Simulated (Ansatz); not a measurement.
H on the 1x1 (101) surface of tetragonal HfO2 (a metastable polymorph) (cut with top plane O), one in a 2x1 cell, energies for each (46.0 Å²). Energies are against ½ H2(g), without zero-point or thermal terms; each row is named by its start (#2, #3: further inequivalent places of a kind).

Host crystal: tetragonal HfO2, with a band gap (PBE, scalar-relativistic without spin-orbit coupling).

Method: PBE (plane waves to 420 eV, PAW; Ansatz, a quantum-chemistry and plane-wave program).

Set-up: 37 atoms, 7.6 Å thick at the start under the adsorbate (thin: gaps and levels are the slab's own); mesh 3x3x1; 0.01 eV smearing; dipole correction on; 16 atoms held, the rest relaxed; each run with such symmetry as its start has; spin-polarised, no spin-orbit, no U, no dispersion correction.

A negative adsorption energy means that the adsorbate is more stable on the surface than in its reference. Starts that drift may end in the same place. Heights count from the host atoms within 0.3 Å of the top one.

```json
[
 {"starting site": "top O", "E_ads (eV)": "1.33", "height (Å)": "0.97", "nearest host atom (Å)": "O 0.97", "bonded to": "O", "change of the vacuum step (eV)": "-0.15", "lateral drift (Å)": "0.2", "moment (μB)": "1.0"},
 {"starting site": "top O #2 (the adsorbate broke or entered a bond of the host)", "E_ads (eV)": "1.45", "height (Å)": "0.61", "nearest host atom (Å)": "O 1.00", "bonded to": "O", "change of the vacuum step (eV)": "0.29", "lateral drift (Å)": "0.3", "moment (μB)": "1.0"},
 {"starting site": "top Hf", "E_ads (eV)": "2.16", "height (Å)": "1.41", "nearest host atom (Å)": "O 1.88", "bonded to": "Hf", "change of the vacuum step (eV)": "0.10", "lateral drift (Å)": "0.5", "moment (μB)": "1.0"},
 {"starting site": "over Hf at depth 1.0 Å", "E_ads (eV)": "2.08", "height (Å)": "1.26", "nearest host atom (Å)": "Hf 2.12", "bonded to": "Hf", "change of the vacuum step (eV)": "0.02", "lateral drift (Å)": "0.4", "moment (μB)": "1.0"},
 {"starting site": "over O at depth 1.5 Å (the adsorbate is not bonded to the surface)", "E_ads (eV)": "2.26", "height (Å)": "2.40", "nearest host atom (Å)": "O 3.13", "bonded to": "none within bonding distance", "change of the vacuum step (eV)": "-0.03", "lateral drift (Å)": "0.0", "moment (μB)": "1.0"},
 {"starting site": "hollow beside Hf", "E_ads (eV)": "2.16", "height (Å)": "1.42", "nearest host atom (Å)": "O 1.89", "bonded to": "Hf", "change of the vacuum step (eV)": "0.10", "lateral drift (Å)": "0.9", "moment (μB)": "1.0"},
 {"starting site": "hollow Hf-Hf-O-O-O over O at depth 1.8 Å", "E_ads (eV)": "2.08", "height (Å)": "1.25", "nearest host atom (Å)": "Hf 2.13", "bonded to": "Hf", "change of the vacuum step (eV)": "0.03", "lateral drift (Å)": "1.5", "moment (μB)": "1.0"},
 {"starting site": "bridge Hf-O (span 2.0 Å)", "E_ads (eV)": "2.18", "height (Å)": "1.28", "nearest host atom (Å)": "O 1.87", "bonded to": "Hf", "change of the vacuum step (eV)": "0.08", "lateral drift (Å)": "0.3", "moment (μB)": "1.0"},
 {"starting site": "bridge O-O (span 4.0 Å) (the adsorbate broke or entered a bond of the host)", "E_ads (eV)": "1.19", "height (Å)": "0.68", "nearest host atom (Å)": "O 0.99", "bonded to": "O", "change of the vacuum step (eV)": "0.15", "lateral drift (Å)": "1.9", "moment (μB)": "1.0"}
]
```
